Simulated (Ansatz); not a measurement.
## GaN, response to strain

Start from GaN in the wurtzite structure (space group P6_3mc, No. 186).

```xyz
4
Lattice="3.1518 0.0000 0.0000 -1.5759 2.7295 0.0000 0.0000 0.0000 5.1383" Properties=species:S:1:pos:R:3 pbc="T T T"
Ga     0.0000     1.8197     0.0015
Ga     1.5759     0.9098     2.5707
N      0.0000     1.8197     1.9356
N      1.5759     0.9098     4.5048
```

Cartesian axes are those of the cell as printed.

Strains are applied to the cell and any free atomic positions relax.

Computed with LDA/PAW in Ansatz (a quantum-chemistry and plane-wave program), spin-orbit coupling left out.

Notes on the quantities. pressure: mean of the normal stresses, compression positive; energy relative to the base: free energy F.

| change | pressure | band gap | volume per atom | energy relative to the base | electron mass |
|---|---|---|---|---|---|
| base | 0.00 GPa | 2.13 eV | 11.05 Å³ | 0 meV/atom | 0.18 mₑ along c, 0.20 mₑ across (at Γ) |
| uniaxial strain ε_zz = −3.00 % | 6.59 GPa | 2.31 eV | 10.72 Å³ | +13 meV/atom | 0.21 mₑ (at Γ) |
| uniaxial strain ε_zz = −2.40 % | 5.20 GPa | 2.28 eV | 10.79 Å³ | +8.3 meV/atom | – |
| uniaxial strain ε_zz = −1.80 % | 3.84 GPa | 2.26 eV | 10.85 Å³ | +4.6 meV/atom | 0.19 mₑ along z, 0.20 mₑ across (at Γ) |
| uniaxial strain ε_zz = −1.20 % | 2.52 GPa | 2.23 eV | 10.92 Å³ | +2.0 meV/atom | 0.19 mₑ along z, 0.20 mₑ across (at Γ) |
| uniaxial strain ε_zz = −0.60 % | 1.24 GPa | 2.19 eV | 10.98 Å³ | +0.5 meV/atom | 0.18 mₑ along z, 0.20 mₑ across (at Γ) |

Effective masses come from finite differences of ±0.01 Å⁻¹. Stability against distortions was not tested.
